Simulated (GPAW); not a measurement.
Band structure of NiGeMo (Amm2, 12 atoms in the cell).

```xyz
12
Lattice="7.7152 0.0000 0.0000 0.0000 2.4906 4.0414 0.0000 -2.4906 4.0414" Properties=species:S:1:pos:R:3 pbc="T T T"
Ni     0.0000     0.0000     6.8998
Ni     3.8576    -1.1483     3.3046
Ni     3.8576     1.1483     3.3046
Ni     3.8576     0.0000     1.3489
Ge     5.5898     0.0000     7.9421
Ge     2.1254     0.0000     7.9421
Ge     0.0000     1.2089     4.8663
Ge     0.0000    -1.2089     4.8663
Mo     6.2341     0.0000     2.7407
Mo     1.4811     0.0000     2.7407
Mo     5.2494     0.0000     5.3102
Mo     2.4659     0.0000     5.3102
```

Method of the run: PBEsol, GPAW PAW datasets PBEsol (made by gpaw-setup) (plane waves; GPAW).

Settings: mode = pw; ecut = 850 eV; xc = PBEsol; kpts = 1 2 2; mesh shift (steps) = 0 0 0; occupations.name = fermi-dirac; occupations.width = 0.1 eV; nbands = -18; convergence.forces = 0.001 eV/Å; symmetry.symmorphic = false; symmetry.tolerance = 0.0005; maxiter = 120; bandpath_npoints = 50.

The starting cell comes from a database of computed structures (which also holds hypothetical and non-ambient phases and stackings), without a prior relaxation at this level. Its lattice was rescaled by a random factor within 2.5 % of one. Spin polarisation is off.

Levels in eV from the Fermi level, bands 65 to 72:
```json
[
 {"point": "Γ", "65": "-0.32", "66": "-0.28", "67": "-0.10", "68": "-0.09", "69": "0.44", "70": "0.51", "71": "0.89", "72": "1.13"},
 {"point": "X", "65": "-0.84", "66": "-0.70", "67": "-0.47", "68": "-0.40", "69": "-0.35", "70": "0.41", "71": "0.43", "72": "0.85"},
 {"point": "S", "65": "-0.75", "66": "-0.42", "67": "-0.31", "68": "-0.10", "69": "0.03", "70": "0.35", "71": "0.69", "72": "0.99"},
 {"point": "R", "65": "-0.90", "66": "-0.68", "67": "-0.24", "68": "0.22", "69": "0.23", "70": "0.58", "71": "0.82", "72": "0.90"},
 {"point": "A", "65": "-0.75", "66": "-0.59", "67": "-0.20", "68": "-0.09", "69": "0.02", "70": "0.12", "71": "0.17", "72": "0.69"},
 {"point": "Z", "65": "-0.90", "66": "-0.30", "67": "-0.20", "68": "-0.07", "69": "0.65", "70": "0.82", "71": "1.18", "72": "1.19"},
 {"point": "Y", "65": "-0.59", "66": "-0.55", "67": "-0.31", "68": "-0.12", "69": "-0.04", "70": "0.35", "71": "0.47", "72": "0.70"},
 {"point": "X1", "65": "-0.84", "66": "-0.70", "67": "-0.47", "68": "-0.40", "69": "-0.35", "70": "0.41", "71": "0.43", "72": "0.85"},
 {"point": "A1", "65": "-0.75", "66": "-0.59", "67": "-0.20", "68": "-0.09", "69": "0.02", "70": "0.12", "71": "0.17", "72": "0.69"},
 {"point": "T", "65": "-1.13", "66": "-0.54", "67": "-0.30", "68": "-0.03", "69": "0.57", "70": "0.61", "71": "0.75", "72": "1.10"}
]
```

Bands cross the Fermi level along this path, so the cell is metallic at this level.
